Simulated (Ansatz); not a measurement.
Response to strain in ZnSe

The parent structure is ZnSe in the zinc blende structure (space group F-43m, No. 216; a = 5.665 Å). Axes: x, y, z lie along the cube axes.

Strains are applied to the cell and any free atomic positions relax; under biaxial strain the out-of-plane vector relaxes too.

Method: plane-wave PAW DFT at the r2SCAN level (Ansatz, a quantum-chemistry and plane-wave program, 500 eV), without spin-orbit coupling.

Notes on the quantities. energy relative to the base: free energy F; pressure: mean of the normal stresses, compression positive.

```json
[
 {"variant": "base", "energy relative to the base": "0 meV/atom", "electron mass": "0.12 mₑ (at Γ)", "pressure": "0.00 GPa", "volume per atom": "22.73 Å³"},
 {"variant": "biaxial strain −4.63 %, plane normal [001], relaxed out of plane", "energy relative to the base": "+27 meV/atom", "electron mass": "0.13 mₑ (at Γ)", "pressure": "2.93 GPa", "volume per atom": "21.76 Å³"},
 {"variant": "biaxial strain −1.58 %, plane normal [001], relaxed out of plane", "energy relative to the base": "+3.0 meV/atom", "electron mass": "0.13 mₑ (at Γ)", "pressure": "0.91 GPa", "volume per atom": "22.42 Å³"},
 {"variant": "biaxial strain +0.85 %, plane normal [110], relaxed out of plane", "energy relative to the base": "+1.3 meV/atom", "electron mass": "–", "pressure": "-0.70 GPa", "volume per atom": "22.98 Å³"},
 {"variant": "isotropic strain −1.54 %", "energy relative to the base": "+10 meV/atom", "electron mass": "0.13 mₑ (at Γ)", "pressure": "3.37 GPa", "volume per atom": "21.70 Å³"},
 {"variant": "isotropic strain −0.49 %", "energy relative to the base": "+1.0 meV/atom", "electron mass": "0.13 mₑ (at Γ)", "pressure": "0.99 GPa", "volume per atom": "22.40 Å³"},
 {"variant": "isotropic strain +0.87 %", "energy relative to the base": "+3.1 meV/atom", "electron mass": "0.12 mₑ (at Γ)", "pressure": "-1.60 GPa", "volume per atom": "23.33 Å³"},
 {"variant": "isotropic strain +3.34 %", "energy relative to the base": "+42 meV/atom", "electron mass": "0.11 mₑ (at Γ)", "pressure": "-5.18 GPa", "volume per atom": "25.09 Å³"},
 {"variant": "uniaxial strain ε_zz = −4.05 %", "energy relative to the base": "+11 meV/atom", "electron mass": "0.13 mₑ (at Γ)", "pressure": "2.91 GPa", "volume per atom": "21.81 Å³"},
 {"variant": "tensor shear ε_yz = +2.84 %", "energy relative to the base": "+9.5 meV/atom", "electron mass": "–", "pressure": "0.04 GPa", "volume per atom": "22.71 Å³"}
]
```

A biaxial case was relaxed in a doubled cell and then solved in the primitive one. The levels and masses belong to the bands next to the band gap. Masses are band curvatures over ±0.01 Å⁻¹ around the edge. No phonon test of stability was made.
